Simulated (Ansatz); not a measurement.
Consider Ca in the fcc (Cu type) structure (space group Fm-3m, No. 225; a = 5.5265 Å; relaxed with 0.1 eV smearing).

All numbers come from PBE (Ansatz, a quantum-chemistry and plane-wave program), no spin-orbit coupling.

Strains are applied to the cell and any free atomic positions relax.

One change was made to it. Results:

```json
[
 {"quantity": "pressure", "base": "0.0 GPa", "after": "0.3 GPa"},
 {"quantity": "energy relative to the base (free energy F)", "base": "0 meV/atom", "after": "+0.6 meV/atom"}
]
```

Question: Name the change that was made.
A) isotropic strain −0.50 %
B) isotropic strain +2.50 %
C) isotropic strain −1.00 %
D) isotropic strain −2.00 %
E) isotropic strain +3.00 %

Answer: A, isotropic strain −0.50 %. For comparison, the energy relative to the base in the other runs: isotropic strain +3.00 % gives +17 meV/atom; isotropic strain −1.00 % gives +2.2 meV/atom; isotropic strain +2.50 % gives +12 meV/atom; isotropic strain −2.00 % gives +8.8 meV/atom.

Stability against distortions was not tested.
